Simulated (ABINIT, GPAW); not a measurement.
A GPAW input for a self-consistent single point of GaAs (F-43m, 2 atoms in the cell) (DFT PBE, plane waves, GPAW PAW datasets PBE (gpaw-data 1.0.1)):

```python
from ase import Atoms
from ase.units import GPa
from gpaw import GPAW, PW, FermiDirac

atoms = Atoms(['Ga', 'As'],
              cell=[[0.000000, 2.825000, 2.825000],
                    [2.825000, 0.000000, 2.825000],
                    [2.825000, 2.825000, 0.000000]],
              scaled_positions=[[0.000000, 0.000000, 0.000000],
                                [0.250000, 0.250000, 0.250000]],
              pbc=True)

calc = GPAW(mode=PW(550),
            xc='PBE',
            kpts={'size': (8, 8, 8), 'gamma': True},
            occupations=FermiDirac(0.01),
            nbands=-6,
            convergence={'density': 1e-05, 'bands': -4},
            symmetry={'symmorphic': False, 'tolerance': 0.0005},
            maxiter=150,
            txt='-')

atoms.calc = calc

energy = atoms.get_potential_energy()
print('Energy (eV):', round(energy, 6))
forces = atoms.get_forces()
print('Forces (eV/Ang):')
print(forces.round(5))
stress = atoms.get_stress()
print('Stress (GPa, Voigt):', (stress / GPa).round(4))
```

### Question
Give the ABINIT input for the same structure, mesh, smearing and functional.

### Answer
This is the input that was run; spellings and numerical settings could be chosen otherwise.

```
# GaAs, PseudoDojo nc-sr-05 PBE standard
pp_dirpath "./"
pseudos "Ga.upf, As.upf"
acell 3.9951533137 3.9951533137 3.9951533137 Angstrom
rprim
        -0.0000000000    0.7071067812    0.7071067812
         0.7071067812   -0.0000000000    0.7071067812
         0.7071067812    0.7071067812   -0.0000000000
natom 2
ntypat 2
znucl 31 33
typat 1 2
xred
         0.0000000000    0.0000000000    0.0000000000
         0.2500000000    0.2500000000    0.2500000000
ecut 42
ixc 11
occopt 3
tsmear 0.01 eV
nband 19
kptopt 1
ngkpt 8 8 8
nshiftk 1
shiftk 0 0 0
nstep 100
tolvrs 1.0e-10
prtwf 0
prtden 0
enunit 2
```

Basis, cutoffs, solver keys and any potentials are the target program's own. This input uses DFT, PBE, plane waves, norm-conserving pseudopotentials (PseudoDojo nc-sr-05 PBE standard). Both were run: pressure 4.50 GPa in GPAW and 3.54 in ABINIT; gap on the mesh 0.602 eV in GPAW and 0.530 in ABINIT.

On GPAW: the starting cell has typed, rounded lattice constants, without a prior relaxation at this level. With a pressure of about 4 GPa the cell is away from its equilibrium volume at this level.

On ABINIT: the starting cell has typed, rounded lattice constants, without a prior relaxation at this level. With a pressure of about 4 GPa the cell is away from its equilibrium volume at this level.
